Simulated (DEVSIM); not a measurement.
Device: TaN/SiO2/p-Si capacitor, at 250 K.

```csv
layer (left to right),material,thickness (nm),Na (cm⁻³)
1,SiO2,3.00,-
2,Si,790,1.1e18
```

Metal gate on the left, work function 4.4 eV. Fixed charge at the semiconductor interface 0 cm⁻² (in units of +e); interface traps 6.7e10 cm⁻² eV⁻¹, uniform in energy, neutral level at 0.3 of the gap above the valence band.

This is a model device: material constants are rounded textbook-type values typed into the input, and sizes, dopings and lifetimes were drawn at random. Values at 300 K; Nc and Nv go as T^1.5, mobilities as T to minus their exponent, the gap by Varshni's rule with the affinity fixed.

```tsv
parameter	SiO2	Si
gap (eV)	9	1.124
affinity (eV)	0.9	4.05
permittivity	3.9	11.7
Nc (cm⁻³)	-	2.86e19
Nv (cm⁻³)	-	3.1e19
Varshni α (eV/K)	-	0.000473
Varshni β (K)	-	636
```

DEVSIM, 1D Poisson equation in equilibrium, Boltzmann statistics, complete ionisation; no quantum confinement or tunnelling. Metal contacts follow the ideal Schottky-Mott rule: no Fermi-level pinning, no interface dipoles.

### Question
Tabulate band edges, carrier densities and field at 0.1 V on the gate.

### Answer
Energies count from the Fermi level of the right contact; mesh points crowd at the junctions.

```
x (μm)     Ec (eV)  Ev (eV)  n (cm⁻³)  p (cm⁻³)  field (V/cm)
---------  -------  -------  --------  --------  ------------
0.000        3.400   -5.600     < 1e2     < 1e2       1200000
0.0007638    3.490   -5.510     < 1e2     < 1e2       1200000
0.001600     3.588   -5.412     < 1e2     < 1e2       1200000
0.002437     3.687   -5.313     < 1e2     < 1e2       1200000
0.003468     0.620   -0.516   6900000     9.3e8        380000
0.004834     0.671   -0.465    660000     9.8e9        360000
0.007345     0.755   -0.381     13000    5.0e11        320000
0.01423      0.933   -0.204     < 1e2    1.9e15        200000
0.02462      1.052   -0.084     < 1e2    4.8e17         44000
0.04369      1.070   -0.066     < 1e2    1.1e18           280
0.07875      1.070   -0.066     < 1e2    1.1e18           ≈ 0
0.1749       1.070   -0.066     < 1e2    1.1e18           ≈ 0
0.3199       1.070   -0.066     < 1e2    1.1e18           ≈ 0
0.5210       1.070   -0.066     < 1e2    1.1e18           ≈ 0
0.6728       1.070   -0.066     < 1e2    1.1e18           ≈ 0
0.7281       1.070   -0.066     < 1e2    1.1e18           ≈ 0
0.7582       1.070   -0.066     < 1e2    1.1e18           ≈ 0
0.7746       1.070   -0.066     < 1e2    1.1e18           ≈ 0
0.7855       1.070   -0.066     < 1e2    1.1e18           ≈ 0
0.7894       1.070   -0.066     < 1e2    1.1e18           ≈ 0
0.7916       1.070   -0.066     < 1e2    1.1e18           ≈ 0
0.7930       1.070   -0.066     < 1e2    1.1e18           ≈ 0
```
